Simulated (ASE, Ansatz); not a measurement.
A thermal frame of composition Zr3Cu5, cell Zr18Cu30, brought to this temperature after a much hotter stage [in the CHGNet run: it was liquid; mean temperature 1421 K (target 1350 K); density 6.98 g/cm³, volume +10 % from the start cell's], from MD with the machine-learned potential CHGNet 0.3.0 in ASE at 1350 K. Level of theory: r2SCAN (plane waves, PAW; Ansatz, an electronic-structure program).

```json
{
 "plane_wave_cutoff": "500 eV",
 "k-points": "one point, (1/4, 1/4, 1/4)",
 "Fermi-Dirac width": "0.116 eV",
 "spin": "not polarised; no spin-orbit coupling"
}
```

A check of the k-sampling: on the last frame of the same run a denser mesh moved the PBE forces by 0.047 eV/Å rms, the static pressure by 0.00 GPa and the free energy by -2 meV/atom.

```xyz
48
Lattice="9.4505 0.0000 0.0000 0.0000 9.4505 0.0000 0.0000 0.0000 9.4505" Properties=species:S:1:pos:R:3 pbc="T T T"
Cu     3.3661     5.1250     1.5712
Cu     5.7628     8.2409     6.4614
Cu     1.7756     4.0484     3.3380
Cu     2.6527     4.1073     8.5794
Cu    -0.4476     0.7161     8.4553
Cu     0.9387    -1.1315     7.9635
Cu     5.4411     1.6135    -0.1390
Cu     0.2577     0.9917     3.2303
Cu     0.9496     0.2023     0.9762
Cu     6.7871    -2.4392     4.3920
Cu    -2.3117     2.1611    -1.7073
Cu     2.5652     9.1570     2.7848
Cu     4.6863    -0.9224     4.2614
Cu     4.8695     6.2209    -3.5302
Cu     2.2064     7.3602     0.9891
Cu     9.4510     7.7570     2.3967
Cu    10.0774     5.2123     1.5302
Cu     5.7110     2.1183     4.3771
Cu     4.1862    -2.0821    -0.7932
Cu     9.1242     5.9165     4.2625
Cu     1.8364     1.1839     8.2809
Cu     8.7472    -2.3112    -0.1315
Cu     3.5937     0.0193     9.4789
Cu     0.5453     1.3435     6.0991
Cu     0.7934     5.8590    -0.7733
Cu     4.7234     0.7147     2.5523
Cu     6.8353     2.9009     1.4739
Cu     7.8415     4.8806    -0.7449
Cu     1.4471    -3.1751    -3.1742
Cu     3.0648     4.1155     6.0154
Zr     0.7721    -0.9675     4.7682
Zr     8.7342     3.1018     4.3256
Zr     4.4438     2.1093     7.0535
Zr     2.5258     6.5415     3.8011
Zr     0.5439     3.6435     6.7040
Zr     2.5776     1.7922     4.3962
Zr     7.4793     0.6172     5.6822
Zr     4.6643     4.4110     3.6593
Zr     8.2926     6.6523     6.6158
Zr     4.8308    -2.2928     1.7522
Zr     7.2974     5.6018     2.1871
Zr     6.6767    -0.7135    -0.7481
Zr     6.9519     4.3749     5.8532
Zr     0.0779     2.9892     0.6142
Zr    -1.9300     0.3078     2.1274
Zr     5.2327     4.4392    -0.2273
Zr     3.2476     8.8785     6.5198
Zr     2.8961     2.5224     1.3975
```

Question: Give the forces on atoms 5, 10, 12, 13, 15, 18, 22, 38, 42, 48 (eV/Å), the static pressure (no kinetic part).

Answer: 
```tsv
atom	Fx Fy Fz
Cu5	-0.768 0.132 -0.139
Cu10	-0.468 0.262 -0.163
Cu12	0.002 -0.431 -0.482
Cu13	0.261 -0.019 -0.059
Cu15	-0.383 -0.038 -0.351
Cu18	0.116 -0.275 -0.311
Cu22	-2.142 1.862 2.124
Zr38	0.806 -0.203 -0.046
Zr42	-0.370 -0.066 0.581
Zr48	0.850 -0.982 -0.780
```
* **static pressure (no kinetic part)**: -3.95 GPa
